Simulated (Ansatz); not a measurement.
The parent structure is a 12-atom supercell of WS2 in the 2H-MoS2 type structure (space group P6_3/mmc, No. 194; layered, stacked along the Cartesian z axis) at its relaxed geometry.

```xyz
12
Lattice="4.6723 -2.6976 0.0000 1.5574 2.6976 0.0000 0.0000 0.0000 11.7733" Properties=species:S:1:pos:R:3 pbc="T T T"
W      4.6723    -0.8992     2.9433
W      3.1149     1.7984     2.9433
W      1.5574     0.8992     8.8300
W      4.6723     0.8992     8.8300
S      4.6723    -0.8992     7.2578
S      3.1149     1.7984     7.2578
S      1.5574     0.8992     1.3711
S      4.6723     0.8992     1.3711
S      1.5574     0.8992     4.5156
S      4.6723     0.8992     4.5156
S      4.6723    -0.8992    10.4022
S      3.1149     1.7984    10.4022
```

All numbers come from plane-wave PAW DFT at the PBEsol-D3(BJ) level (Ansatz, a first-principles code, 420 eV), no spin-orbit coupling, earlier PAW set.

Before the change:

```
Quantity   Result
--------  -------
Pressure  0.0 GPa
```

Now apply this change: a neutral Pb on a S site, atoms relaxed at fixed cell, starting from a slightly rattled geometry.

Tabulated Pauling electronegativity and covalent radius: S 2.58, 1.05 Å; Pb 2.33, 1.46 Å.

Task: What does the calculation give for the largest displacement of a host atom from its site in the perfect cell, pressure and shift of the substituted atom off its lattice site after the change?

Result: The largest displacement of a host atom from its site in the perfect cell amounts to 0.36 Å; the pressure goes from zero to 3.9 GPa; the shift of the substituted atom off its lattice site comes out as 0.39 Å.

Other magnetic orders, which the real material may have, were not ruled out. The cell is small, so the values are those of an ordered compound at a high defect concentration; dilute-limit values will differ. The mesh was chosen for an insulator and is coarse for the gapless case. Starting moments died away, wholly or in part, for Pb on a S site; another magnetic solution may exist. The defect cell is spin-polarised and ends with 0.0 μB.
